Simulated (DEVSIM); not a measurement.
abrupt GaP n-p junction

Device: abrupt GaP n-p junction, at 300 K.

| layer (left to right) | material | thickness (μm) | Nd (cm⁻³) | Na (cm⁻³) | τn (s) | τp (s) |
|---|---|---|---|---|---|---|
| 1 | GaP | 6.80 | 1.5e18 | - | 2e-6 | 2e-6 |
| 2 | GaP | 48.0 | - | 6.8e16 | 2e-6 | 2e-6 |

Left contact: ohmic. Right contact: ohmic. Voltage is applied to the left contact. Recombination: SRH at mid-gap. Mobility is constant in doping.

The device is made up for the run: typed textbook-type constants, with dimensions and the other settings drawn at random. Values at 300 K.

```
parameter         GaP
-------------  ------
gap (eV)         2.26
affinity (eV)     3.8
permittivity     11.1
Nc (cm⁻³)      1.8e19
Nv (cm⁻³)      1.9e19
μn (cm²/Vs)       250
μp (cm²/Vs)       150
```

Simulated with DEVSIM: 1D drift-diffusion, Boltzmann statistics, complete ionisation; no tunnelling, impact ionisation, image-force lowering or self-heating.

```yaml
potential_step_across_the_device_at_zero_bias: 2.050 V
largest_field_in_the_device_at_zero_bias: 210000 V/cm
Dark forward voltage at 1 A/cm²: 1.889 V
Dark forward voltage at 100 A/cm²: 2.070 V
```

Small-signal capacitance in reverse bias (quasi-static):

| V (V) | C (nF/cm²) |
|---|---|
| 0.4 | 46.2 |
| 1 | 41.3 |
| 2 | 35.8 |
| 3 | 32.0 |
| 4 | 29.2 |
| 6 | 25.3 |
| 8 | 22.6 |
| 10 | 20.7 |
| 13 | 18.5 |
| 16 | 16.9 |
| 20 | 15.3 |

Dark forward current:

(V (V), J (A/cm²)): (-0.70, -4.1e-14); (-0.75, -1.1e-13); (-0.85, -8.0e-13); (-0.90, -2.1e-12); (-0.95, -5.8e-12); (-1.00, -1.6e-11); (-1.10, -1.1e-10); (-1.15, -3.1e-10); (-1.20, -8.5e-10); (-1.30, -6.5e-9); (-1.35, -1.8e-8); (-1.40, -5.5e-8); (-1.50, -6.9e-7); (-1.55, -3.3e-6); (-1.60, -1.8e-5); (-1.65, -0.00011); (-1.75, -0.0052); (-1.80, -0.035); (-1.85, -0.24); (-1.95, -7.7); (-2.00, -27); (-2.05, -73); (-2.15, -290); (-2.20, -460); (-2.25, -690); (-2.30, -970); (-2.40, -1700); (-2.45, -2100)
